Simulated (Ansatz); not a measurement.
Take TiO$_{2}$ in the anatase structure (space group I4_1/amd, No. 141; a = 3.799 Å, c = 9.701 Å) as the base.

Level of theory: PBE/PAW in Ansatz (a program for electronic structure), scalar-relativistic without spin-orbit coupling.

Base values:

| Quantity | Value |
|---|---|
| c/a ratio | 2.554 |
| Volume per atom | 11.67 Å³ |

The change: a hydrostatic pressure of 0.7 GPa.

Question: How does this affect the c/a ratio and volume per atom?

Answer: The c/a ratio shrinks by 0.005 (2.554 → 2.549); the volume per atom drops by 0.05 Å³ (11.67 Å³ → 11.62 Å³).

Load acts through the strain it causes; cell and atoms are relaxed under it. No phonon test of stability was made. The final runs are not spin-polarised.
